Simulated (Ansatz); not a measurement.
## SnTe: tensor shear ε_xy = +1.71 %

Take SnTe in the rock salt structure (space group Fm-3m, No. 225; a = 6.370 Å) as the base. Axes: x, y, z lie along the cube axes.

It is then changed as follows: a pure shear with ε_xy = ε_yx = 0.0171, atoms relaxed at fixed cell.

Calculations: r2SCAN, PAW, 500 eV (Ansatz, a program for electronic structure; no SOC). Γ-centred 13×13×13 mesh, Fermi–Dirac width 0.05 eV.

| quantity | base | changed | shift |
|---|---|---|---|
| shortest interatomic distance | 3.185 Å | 3.185 Å | 0.000 Å |
| energy relative to the base (free energy F) | 0 meV/atom | +2.2 meV/atom | +2.2 meV/atom |
| pressure (mean of the normal stresses, compression positive) | 0.0 GPa | 0.0 GPa | 0.0 GPa |
| band gap | 0.13 eV | zero | – |
| stress (xx, yy, zz, yz, xz, xy; compression positive) (rough) | – | (0.0, 0.0, 0.0, 0.0, 0.0, -0.6) GPa | – |

Final structure:

```
SnTe
1.0
    0.05446     3.18483     3.18483
    3.18483     0.05446     3.18483
    3.23929     3.23929     0.00000
Sn Te
1 1
Direct
  0.00000   0.00000   0.00000
  0.50000   0.50000   0.50000
```

Cost of the whole job for the changed cell (relaxation, final SCF and bands): around 40 core-seconds (rough).

Without a gap, meshes like the base's 13×13×13 leave anisotropic stresses uncertain by several tenths of a GPa, and small strain energies with them. Spin-orbit coupling, missing from the scalar runs, can matter with Te. The cells carry an imposed strain or load. Whether these cells are dynamically stable was not tested. The final runs are not spin-polarised. A zero or small gap of SnTe can be the functional's error rather than a property of the material.
